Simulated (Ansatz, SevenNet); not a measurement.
For CsCl-type CoGa, the machine-learned potential SevenNet-l3i5 (trained on PBE and PBE+U data) gives:

| Item | Value |
|---|---|
| equilibrium lattice constant a | 2.884 Å |
| TO(Γ) frequency | 239 cm⁻¹ |
| elastic constant C11 | 218 GPa |
| elastic constant C44 | 81.2 GPa |
| polycrystal shear modulus | 54.8 GPa |
| enthalpy of formation | -0.301 eV/atom |

Task: What does r²SCAN (Ansatz, a program for electronic structure, plane waves, PAW) give for the same quantities?

Result: 
- lattice constant a: 2.844 Å (shrinks by 1.4 %)
- zone-centre TO phonon frequency: 245 cm⁻¹ (goes up by 2.5 %)
- elastic constant C11: 276 GPa (rises by 27 %)
- elastic constant C44: 125 GPa (increases by 54 %)
- Voigt–Reuss–Hill shear modulus: 90.1 GPa (goes up by 64 %)
- formation enthalpy: -0.175 eV/atom (moves by +0.126 eV/atom)

For comparison: lattice constant a 2.878 Å (measured, temperature not stated, copied from a table, unchecked, not corrected to a static lattice; as tabulated in Monatshefte fuer Chemie und verwandte Teile anderer Wissenschaften 123, 509 (1992)).

Changes are worked out from the printed values.

Unless a cell is named, each level is at its own relaxed cell (SevenNet-l3i5 11.99, r²SCAN 11.50 Å³/atom).

The crystal itself was run without spin with r²SCAN; a magnetic state was not tried in these runs.

Ansatz's density-functional and Hartree–Fock values are scalar-relativistic unless marked +SOC, with PAW data made under PBE.
